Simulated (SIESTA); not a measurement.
# A self-consistent single point of CuGe₃ (P6_3/mmc, 8 atoms in the cell) with SIESTA

Computed with GGA PBEsol, numerical atomic orbitals DZP, PseudoDojo PBEsol standard norm-conserving potentials (rewritten from UPF to PSML) (SIESTA 5.4.2).

The input file:

```
# files in the folder: Cu.psml Ge.psml (PseudoDojo PBEsol standard)
SystemName  CuGe3
SystemLabel CuGe3

NumberOfAtoms                8
NumberOfSpecies              2
%block ChemicalSpeciesLabel
  1 29 Cu
  2 32 Ge
%endblock ChemicalSpeciesLabel
LatticeConstant              1.0 Bohr
%block LatticeVectors
     8.211691491    0.000000000    0.000000000
    -4.105845745    7.111532625    0.000000000
     0.000000000    0.000000000   16.884551745
%endblock LatticeVectors
AtomicCoordinatesFormat      Ang
%block AtomicCoordinatesAndAtomicSpecies
     2.172722173    1.254419079    6.701190000  1
    -0.000002173    2.508841921    2.233730000  1
     2.172722173    1.254419079    0.675569301  2
    -0.000002173    2.508841921    8.259350699  2
    -0.000002173    2.508841921    5.143029301  2
     2.172722173    1.254419079    3.791890699  2
     0.000000000    0.000000000    6.701190000  2
     0.000000000    0.000000000    2.233730000  2
%endblock AtomicCoordinatesAndAtomicSpecies

XC.functional                GGA
XC.authors                   PBEsol
PAO.BasisSize                DZP
PAO.EnergyShift              0.01 Ry
MeshCutoff                   350 Ry
%block kgrid.MonkhorstPack
    5   0   0  0.0
    0   5   0  0.0
    0   0   3  0.0
%endblock kgrid.MonkhorstPack
OccupationFunction           FD
ElectronicTemperature        1160.45 K

MaxSCFIterations             150
SCF.Mixer.Method             Broyden
SCF.Mixer.Weight             0.25
SCF.Mixer.History            8
SCF.DM.Tolerance             1.0E-04
Diag.ParallelOverK           true
WriteForces                  true
Charge.Mulliken              end
```

Output, abridged:

```
reinit: Reading from file input.fdf

reinit: System Name: CuGe3
reinit: System Label: CuGe3

coor:   Atomic-coordinates input format  =     Cartesian coordinates
coor:                                          (in Angstroms)

siesta: Atomic coordinates (Bohr) and species
siesta:      4.10585   2.37051  12.66341  1        1
siesta:     -0.00000   4.74102   4.22114  1        2
siesta:      4.10585   2.37051   1.27664  2        3
siesta:     -0.00000   4.74102  15.60791  2        4
siesta:     -0.00000   4.74102   9.71892  2        5
siesta:      4.10585   2.37051   7.16563  2        6
siesta:      0.00000   0.00000  12.66341  2        7
siesta:      0.00000   0.00000   4.22114  2        8

siesta: System type = bulk

initatomlists: Number of atoms, orbitals, and projectors:      8   146   144

siesta: ******************** Simulation parameters ****************************
redata: Spin configuration                          = none
redata: Time-Reversal Symmetry                      = T
redata: Number of Atomic Species                    =        2
redata: Mesh Cutoff                                 =   350.0000 Ry
redata: Net charge of the system                    =     0.0000 |e|
redata: Min. number of SCF Iter                     =        0
redata: Max. number of SCF Iter                     =      150
redata: SCF convergence failure will abort job
redata: SCF mix quantity                            = Hamiltonian
redata: Mix DM or H after convergence               =   F
redata: Recompute H after scf cycle                 =   F
redata: Mix DM in first SCF step                    =   T
redata: No kicks to SCF
redata: DM Mixing Weight for Kicks                  =     0.5000
redata: Require Harris convergence for SCF          =   F
redata: Harris energy tolerance for SCF             =     0.000100 eV
redata: Require DM convergence for SCF              =   T
   [... lines left out ...]
diag: Parallel distribution                         =     1 x     1
diag: Used triangular part                          = Lower
diag: Absolute tolerance                            =  0.100E-15
diag: Orthogonalization factor                      =  0.100E-05
diag: Memory factor                                 =  1.0000

superc: Internal auxiliary supercell:     5 x     5 x     3  =      75
superc: Number of atoms, orbitals, and projectors:    600  10950  10800

                        Single-point calculation

superc: Internal auxiliary supercell:     5 x     5 x     3  =      75
superc: Number of atoms, orbitals, and projectors:    600  10950  10800

outcell: Unit cell vectors (Ang):
        4.345440    0.000000    0.000000
       -2.172720    3.763261    0.000000
        0.000000    0.000000    8.934920

outcell: Cell vector modules (Ang)   :    4.345440    4.345440    8.934920
outcell: Cell angles (23,13,12) (deg):     90.0000     90.0000    120.0000
outcell: Cell volume (Ang**3)        :    146.1130
new_DM -- step:     1
Initializing Density Matrix...

Attempting to read DM from file... Failed...
DM filled with atomic data:

InitMesh: MESH = 48 x 48 x 108 = 248832
InitMesh: Mesh cutoff (required, used) =   350.000   403.802 Ry

stepf: Fermi-Dirac step function
        iscf     Eharris(eV)        E_KS(eV)     FreeEng(eV)     dDmax    Ef(eV) dHmax(eV)
   scf:    1   -22379.941803   -24049.329088   -24049.574369  1.424053  1.017213140.951923
   scf:    2   -24259.724348   -24769.710083   -24769.782828  1.020635 -3.084568 61.379847
   scf:    3   -24868.811716   -24822.564459   -24822.680563  0.651805 -3.086518 39.538811
   scf:    4   -24878.125115   -24853.751542   -24853.855198  0.458322 -3.171520 18.137939
   scf:    5   -24867.284957   -24863.870877   -24863.984284  0.315535 -3.100361  0.815836
   scf:    6   -24726.290513   -24816.650814   -24816.868646  0.234656 -2.388027 34.690064
   [... 7 lines left out ...]
   scf:   14   -24863.944681   -24863.943107   -24864.057931  0.001876 -3.178312  0.119082
   scf:   15   -24863.943331   -24863.943394   -24864.058466  0.000915 -3.177089  0.012082
   scf:   16   -24863.943353   -24863.943375   -24864.058472  0.000158 -3.176958  0.001940
   scf:   17   -24863.943372   -24863.943373   -24864.058472  0.000052 -3.176949  0.001328
   scf:   18   -24863.943367   -24863.943370   -24864.058472  0.000021 -3.176927  0.000378
SCF Convergence by DM+H criterion
max |DM_out - DM_in|         :     0.0000205045
max |H_out - H_in|      (eV) :     0.0003782143
SCF cycle converged after 18 iterations

Using DM_out to compute the final energy and forces

siesta: E_KS(eV) =           -24863.9434

siesta: E_KS - E_eggbox =    -24863.9434

siesta: Atomic forces (eV/Ang):
     1    0.000107   -0.000063    0.000000
     2   -0.000108    0.000063   -0.000000
     3   -0.000011    0.000007   -0.057849
     4    0.000011   -0.000007    0.057848
     5    0.000011   -0.000006   -0.057848
     6   -0.000011    0.000007    0.057850
     7   -0.000078    0.000045   -0.000000
     8    0.000078   -0.000045    0.000000
   Tot   -0.000000    0.000000    0.000000
   Max    0.057850
   Res    0.023617    sqrt( Sum f_i^2 / 3N )
   Max    0.057850    constrained

Stress tensor Voigt[x,y,z,yz,xz,xy] (kbar):       16.22       16.69       15.95        0.00       -0.00        0.40
(Free)E + p*V (eV/cell)   -24865.5436
Target enthalpy (eV/cell)   -24864.0585

siesta: Program's energy decomposition (eV):
siesta: Ebs     =     -3366.262267
siesta: Eions   =     27245.898429
siesta: Ena     =       897.063665
siesta: Ekin    =     15676.252715
siesta: Enl     =     -9525.459327
siesta: Eso     =         0.000000
siesta: Edftu   =         0.000000
siesta: DEna    =       108.572013
siesta: DUscf   =         6.242301
siesta: DUext   =         0.000000
siesta: Ex      =     -4508.192916
siesta: Ec      =      -272.523392
siesta: Exc     =     -4780.716308
siesta: Eharris =    -24863.943367
siesta: Etot    =    -24863.943370
siesta: FreeEng =    -24864.058472

siesta: Atomic forces (eV/Ang):
siesta:      1    0.000107   -0.000063    0.000000
siesta:      2   -0.000108    0.000063   -0.000000
siesta:      3   -0.000011    0.000007   -0.057849
siesta:      4    0.000011   -0.000007    0.057848
siesta:      5    0.000011   -0.000006   -0.057848
siesta:      6   -0.000011    0.000007    0.057850
siesta:      7   -0.000078    0.000045   -0.000000
siesta:      8    0.000078   -0.000045    0.000000
siesta: ----------------------------------------
   [... lines left out ...]
siesta: Cell volume =        146.112969 Ang**3
siesta:         -16.28537710        -17.60412943  kBar
   [... lines left out ...]
              2.009   2.012   2.010   2.012   2.009   0.043   0.101   0.100

              0.101   0.043
   4 14.081   1.452   0.144   0.537   0.814   0.537   0.108  -0.058   0.108
              2.009   2.012   2.010   2.012   2.009   0.043   0.101   0.100

              0.101   0.043
   5 14.081   1.452   0.144   0.537   0.814   0.537   0.108  -0.058   0.108
              2.009   2.012   2.010   2.012   2.009   0.043   0.101   0.100

              0.101   0.043
   6 14.081   1.452   0.144   0.537   0.814   0.537   0.108  -0.058   0.108
              2.009   2.012   2.010   2.012   2.009   0.043   0.101   0.100

              0.101   0.043
   7 14.283   1.235   0.230   0.766   0.589   0.766   0.001   0.101   0.001
              2.005   2.009   2.004   2.009   2.005   0.158   0.102   0.042

              0.102   0.158
   8 14.283   1.235   0.230   0.766   0.589   0.766   0.001   0.101   0.001
              2.005   2.009   2.004   2.009   2.005   0.158   0.102   0.042

              0.102   0.158

mulliken: Qtot =      122.000

Mulliken Atomic Populations:
Atom #   charge [q] valence [e]  Species
     1     0.444288   18.555712  Cu
     2     0.444288   18.555712  Cu
     3    -0.080505   14.080505  Ge
     4    -0.080505   14.080505  Ge
     5    -0.080505   14.080505  Ge
     6    -0.080505   14.080505  Ge
     7    -0.283277   14.283277  Ge
     8    -0.283278   14.283278  Ge
 Total    -0.000000
```

The run converged in 18 iterations.

The starting cell comes from a database of computed structures (which also holds hypothetical and non-ambient phases and stackings), without a prior relaxation at this level. Spin polarisation is off. Values carry the incompleteness of an atom-centred basis.

Cost on one core of a shared machine: roughly 70 s.
